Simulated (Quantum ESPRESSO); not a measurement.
Quantum ESPRESSO run on Ti₄O₃ (I4/mmm, 7 atoms in the cell): self-consistent single point.

Level of theory: PBEsol, PseudoDojo standard norm-conserving (PBESOL) pseudopotentials (plane waves; Quantum ESPRESSO).

```
Ti4O3
1.0
    2.13449    -2.13449     4.10609
    2.13449     2.13449     4.10609
   -2.13449    -2.13449     4.10609
Ti O
4 3
Direct
  0.50000   0.50000   0.00000
  0.50000   0.00000   0.50000
  0.00000   0.27259   0.27259
  0.00000   0.72741   0.72741
  0.50000   0.25000   0.75000
  0.50000   0.75000   0.25000
  0.00000   0.00000   0.00000
```

Reference input (self-consistent single point, DFT, PBEsol, plane waves, PseudoDojo standard norm-conserving (PBESOL) pseudopotentials): ecutwfc = 85 Ry; occupations = smearing; smearing = fd; degauss = 0.0073499 Ry; potentials = {Ti: Ti.upf, O: O.upf}; K_POINTS = automatic 6 6 6 0 0 0; conv_thr = 1e-09 Ry. This run's input differs from it in these lines:

```diff
@@ -14,3 +14,3 @@
   ntyp = 2,
-  ecutwfc = 85,
+  ecutwfc = 76,
   occupations = 'smearing',
```

Log, with long lists cut:

```
     Self-consistent Calculation

     iteration #  1     ecut=    76.00 Ry     beta= 0.70

     total energy              =    -573.57971655 Ry
     estimated scf accuracy    <       0.83274529 Ry

     iteration #  2     ecut=    76.00 Ry     beta= 0.70

     total energy              =    -573.43887958 Ry
     estimated scf accuracy    <       2.79897072 Ry

     iteration #  3     ecut=    76.00 Ry     beta= 0.70

     total energy              =    -573.83994833 Ry
     estimated scf accuracy    <       1.42269555 Ry

   [... 10 blocks of this kind left out ...]

     iteration # 14     ecut=    76.00 Ry     beta= 0.70

     total energy              =    -574.00243629 Ry
     estimated scf accuracy    <          7.4E-09 Ry

     iteration # 15     ecut=    76.00 Ry     beta= 0.70
     End of self-consistent calculation

     the Fermi energy is    16.3875 ev

!    total energy              =    -574.00243631 Ry
     estimated scf accuracy    <          5.3E-10 Ry
     smearing contrib. (-TS)   =      -0.00852629 Ry
     internal energy E=F+TS    =    -573.99391002 Ry

     convergence has been achieved in  15 iterations

     Forces acting on atoms (cartesian axes, Ry/au):

     atom    1 type  1   force =    -0.00000000    0.00000000    0.00000000
     atom    2 type  1   force =     0.00000000   -0.00000000    0.00000000
     atom    3 type  1   force =     0.00000000    0.00000000   -0.02025632
     atom    4 type  1   force =     0.00000000    0.00000000    0.02025632
     atom    5 type  2   force =     0.00000000    0.00000000   -0.00000000
   [... lines left out ...]

     Total force =     0.028647     Total SCF correction =     0.000010

          total   stress  (Ry/bohr**3)                   (kbar)     P=      -67.60
  -0.00049049  -0.00000000  -0.00000000          -72.15       -0.00       -0.00
  -0.00000000  -0.00049049   0.00000000           -0.00      -72.15        0.00
  -0.00000000   0.00000000  -0.00039755           -0.00        0.00      -58.48

   JOB DONE.
```

The run converged in 15 iterations. Against the reference run the free energy goes up by 2.0 meV/atom, the pressure goes from -6.31 to -6.76 GPa and the largest force hardly changes (0.520 to 0.521 eV/Å).

The starting cell comes from a database of computed structures (which also holds hypothetical and non-ambient phases and stackings), without a prior relaxation at this level. Spin polarisation is off, so a magnetic state, if there is one, cannot be reached.

Cost on one core of a shared machine: roughly 2 min.
